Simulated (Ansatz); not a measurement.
Here is the system:

```
CELL_PARAMETERS angstrom
      3.07488     0.00000     0.00000
      1.53744     2.66292     0.00000
      0.00000     0.00000     5.61715
ATOMIC_POSITIONS crystal
  Cd 0.66667 0.66667 0.75000
  Cd 0.33333 0.33333 0.25000
```

No spin polarisation.

Computed with PBE (Ansatz, a first-principles code, PAW, no spin-orbit coupling). Γ-centred 22×22×10 mesh, Fermi–Dirac width 0.1 eV.

Problem. What band gap does the calculation give?

Solution. Zero.

Problem. Estimate the mean in-plane stress (compression positive).

Solution. -0.8 GPa.

Problem. Predict the space group.

Solution. P6_3/mmc (No. 194).

The cells carry an imposed strain or load. Stability against distortions was not tested. The cell was made from Cd in the hcp (Mg type) structure (space group P6_3/mmc, No. 194) by this change: biaxial strain +1.50 %, plane normal [001], relaxed out of plane.
